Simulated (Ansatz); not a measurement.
Consider CsPbBr3 in the cubic perovskite structure (space group Pm-3m, No. 221; a = 5.8721 Å).

Calculations: Ansatz (a quantum-chemistry and plane-wave program) PBEsol, no spin-orbit coupling.

Strains are applied to the cell and any free atomic positions relax.

One change was made to it. Results:

The electron mass (degenerate bands, along [100]) goes from 0.077, 0.74, 0.74 mₑ (at R) to 0.086, 0.80, 0.80 mₑ (at R); the hole mass changes from 0.13 mₑ (at R) to 0.16 mₑ (at R); the pressure goes from zero to -1.01 GPa; the mean gap deformation potential ΔEg/Δln V amounts to +3.9 eV.

Question: Which change produced these results?
A. isotropic strain +3.00 %
B. isotropic strain +0.60 %
C. isotropic strain +1.80 %
D. isotropic strain +1.20 %
E. isotropic strain +2.40 %

Answer: C, isotropic strain +1.80 %. For comparison, the electron mass in the other runs: isotropic strain +2.40 % gives 0.088, 0.82, 0.82 mₑ (at R); isotropic strain +3.00 % gives 0.091, 0.84, 0.84 mₑ (at R); isotropic strain +0.60 % gives 0.080, 0.76, 0.76 mₑ (at R); isotropic strain +1.20 % gives 0.083, 0.78, 0.78 mₑ (at R).

With Pb present, leaving out spin-orbit coupling can change the band edges. Effective masses come from finite differences of ±0.01 Å⁻¹. Stability against distortions was not tested. Many cubic perovskites are stable only at high temperature; tilts and polar distortions were not tested. This is not the structure that CsPbBr3 has at room temperature and ambient pressure.
